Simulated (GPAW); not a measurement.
Band structure of CaCd2As2 (P-3m1, 5 atoms in the cell).

```xyz
5
Lattice="4.4139 0.0000 0.0000 -2.2069 3.8225 0.0000 0.0000 0.0000 7.2061" Properties=species:S:1:pos:R:3 pbc="T T T"
Ca     0.0000     0.0000     0.0000
Cd     0.0000     2.5484     4.5632
Cd     2.2069     1.2742     2.6428
As     0.0000     2.5484     1.7126
As     2.2069     1.2742     5.4935
```

Method: LDA (Perdew-Wang 92), GPAW PAW datasets LDA (gpaw-data 1.0.1) (plane waves; GPAW).

Settings: mode = pw; ecut = 600 eV; xc = LDA; kpts = 7 7 4; mesh shift (steps) = 0 0 0; occupations.name = fermi-dirac; occupations.width = 0.05 eV; nbands = -11; symmetry.symmorphic = false; symmetry.tolerance = 0.0005; maxiter = 100; bandpath_npoints = 40.

The starting cell comes from a database of computed structures (which also holds hypothetical and non-ambient phases and stackings), without a prior relaxation at this level. The run gives no clean gap (levels at the Fermi energy touch, overlap or are partly filled at this smearing), which alone does not show that the compound is a metal.

Levels in eV from the Fermi level, bands 19 to 26:
```
point     19     20     21     22    23    24    25    26
-----  -----  -----  -----  -----  ----  ----  ----  ----
Γ      -1.34  -0.34  -0.06  -0.06  0.00  0.60  2.15  2.40
M      -3.08  -2.23  -2.19  -1.34  0.86  2.04  2.50  3.77
K      -3.92  -2.45  -2.45  -2.00  2.20  2.44  2.44  3.44
A      -0.95  -0.95  -0.65  -0.65  0.36  1.35  2.47  2.47
L      -2.39  -2.28  -1.25  -1.13  1.21  1.47  1.60  2.16
H      -3.44  -2.77  -1.61  -1.61  1.72  1.72  3.09  3.56
```

No band crosses the Fermi level by more than 0.03 eV along this path.
